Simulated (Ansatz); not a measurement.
Here is the system:

```
CELL_PARAMETERS angstrom
      4.59120     0.00000     0.00000
      0.00000     4.59120     0.00000
      0.00000     0.00000     2.99195
ATOMIC_POSITIONS crystal
  Ti 0.00000 0.00000 0.00000
  Ti 0.50000 0.50000 0.50000
  O  0.30514 0.30514 0.00000
  O  0.80514 0.19486 0.50000
  O  0.19486 0.80514 0.50000
  O  0.69486 0.69486 0.00000
```

No spin polarisation.

Computed with DFT with PBEsol, PAW potentials and a 420 eV plane-wave cutoff in Ansatz (a first-principles code), no spin-orbit coupling. Γ-centred 7×7×11 mesh, Fermi–Dirac width 0.05 eV.

Predict the electron mass.

0.57 mₑ along z, 1.1 mₑ across (at Γ).

What is the computed gap character?

Direct at Γ.

What is the computed pressure (mean of the normal stresses, compression positive)?

-4.72 GPa.

The cells carry an imposed strain or load. Masses are band curvatures over ±0.01 Å⁻¹ around the edge. Whether these cells are dynamically stable was not tested. All final runs are without spin polarisation. The cell was made from TiO$_{2}$ in the rutile structure (space group P4_2/mnm, No. 136) by this change: uniaxial strain ε_zz = +1.80 %.
